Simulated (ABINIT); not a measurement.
A band-structure calculation of Ni3Si (Pm-3m, 4 atoms in the cell) with ABINIT.

Method of the run: PBE, norm-conserving pseudopotentials (PseudoDojo nc-sr-05 PBE standard) (plane waves; ABINIT).

The input file:

```
# Ni3Si, PseudoDojo nc-sr-05 PBE standard
pp_dirpath "./"
pseudos "Si.upf, Ni.upf"
acell 6.7967722833 6.7967722833 6.7967722833
rprim
         1.0000000000    0.0000000000    0.0000000000
         0.0000000000    1.0000000000    0.0000000000
         0.0000000000    0.0000000000    1.0000000000
natom 4
ntypat 2
znucl 14 28
typat 1 2 2 2
xcart
         0.0000000000    0.0000000000    0.0000000000
         0.0000000000    1.7983485000    1.7983485000
         1.7983485000    0.0000000000    1.7983485000
         1.7983485000    1.7983485000    0.0000000000
      Angstrom
ecut 49
occopt 7
tsmear 0.272 eV
nband 37
kptopt 1
ngkpt 7 7 7
nshiftk 1
shiftk 0 0 0
nstep 100
toldfe1 1.0e-09
ndtset 2
prtden1 1
getden2 1
iscf2 -2
kptopt2 -5
ndivsm2 4
kptbounds2
       0.00000000  0.00000000  0.00000000  # G
       0.00000000  0.50000000  0.00000000  # X
       0.50000000  0.50000000  0.00000000  # M
       0.00000000  0.00000000  0.00000000  # G
       0.50000000  0.50000000  0.50000000  # R
       0.00000000  0.50000000  0.00000000  # X
nband2 41
nbdbuf2 2
tolwfr2 1.0e-12
prtwf 0
```

Output, abridged:

```
--- !BeginCycle
solver: {iscf: 7, nstep: 100, nline: 4, wfoptalg: 0, }
tolerances: {toldfe: 1.00E-09, }
...

     iter   Etot(hartree)      deltaE(h)  residm     vres2
 ETOT  1  -505.99958238486    -5.060E+02 3.929E-01 8.330E+02
 ETOT  2  -504.90193637209     1.098E+00 5.069E-02 1.230E+04
 ETOT  3  -507.22089706047    -2.319E+00 2.972E-02 2.278E+03
 ETOT  4  -507.25513386765    -3.424E-02 3.721E-03 2.111E+03
 ETOT  5  -507.14040298636     1.147E-01 1.408E-03 2.766E+03
   [... 7 lines left out ...]
 ETOT 13  -507.66560840447    -7.296E-08 1.778E-04 2.754E-05
 ETOT 14  -507.66560840720    -2.729E-09 4.783E-04 1.849E-07
 ETOT 15  -507.66560840722    -1.990E-11 1.169E-04 1.100E-08
 ETOT 16  -507.66560840725    -3.240E-11 9.717E-04 2.372E-10
 At SCF step   16, etot is converged :
  for the second time, diff in etot=  3.240E-11 < toldfe=  1.000E-09

 Cartesian components of stress tensor (hartree/bohr^3)
  sigma(1 1)=  4.55758841E-04  sigma(3 2)=  0.00000000E+00
  sigma(2 2)=  4.55758841E-04  sigma(3 1)=  0.00000000E+00
  sigma(3 3)=  4.55758841E-04  sigma(2 1)=  0.00000000E+00

   [... lines left out ...]
 Fermi (or HOMO) energy (hartree) =   0.38066   Average Vxc (hartree)=  -0.48139
total_energy        : -5.07665608407251E+02
-Cartesian components of stress tensor (GPa)         [Pressure= -1.3409E+01 GPa]
 Unit cell volume ucvol=  3.1398446E+02 bohr^3
   [... lines left out ...]
   [... 10 lines left out ...]
 Non-SCF case, kpt   28 (  0.00000  0.50000  0.00000), residuals and eigenvalues=
  7.19E-13  4.52E-13  6.45E-13  8.76E-13  3.32E-13  4.47E-13  6.54E-13  3.03E-13
  1.51E-13  2.75E-13  4.21E-13  3.00E-13  1.26E-13  2.69E-13  2.23E-13  7.77E-13
  5.19E-13  9.35E-13  9.62E-13  2.01E-13  1.74E-13  2.67E-13  2.07E-13  6.10E-13
   [... 10 lines left out ...]

 scprqt:  WARNING -
  nstep=  100 was not enough non-SCF iterations to converge;
  maximum residual=  1.677E-08 exceeds tolwfr=  1.000E-12

 ----iterations are completed or convergence reached----

 reduced coordinates (array xred) for    4 atoms
       0.000000000000      0.000000000000      0.000000000000
       0.000000000000      0.500000000000      0.500000000000
       0.500000000000      0.000000000000      0.500000000000
       0.500000000000      0.500000000000      0.000000000000

 Calculation completed.
```

The run ended unconverged in one of its stages. 

The starting cell has typed, rounded lattice constants, without a prior relaxation at this level. Its lattice was rescaled by a random factor within 2.5 % of one.
